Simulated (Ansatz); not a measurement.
Base system: YN in the rock salt structure (space group Fm-3m, No. 225; a = 4.820 Å). Axes: x, y, z lie along the cube axes.

The values are results of LDA (Ansatz, a quantum-chemistry and plane-wave program, PAW, no SOC), not measurements.

Base values:

| Property | Value |
|---|---|
| Pressure | 0.0 GPa |

It is then changed as follows: biaxial strain +1.50 %, plane normal [001], relaxed out of plane (Cartesian); in-plane vectors clamped, the third vector and the atoms free.

Task: Estimate the effect on the energy relative to the base.

Result: The energy increases by 7.8 meV/atom.

Task: How does this affect the pressure?

Result: The pressure (mean of the normal stresses, compression positive) goes from zero to -3.8 GPa.

The mesh was chosen for an insulator and is coarse for the gapless case. No phonon test of stability was made. All final runs are without spin polarisation. Gaps under 0.05 eV, about the width of the smearing, are given as zero.
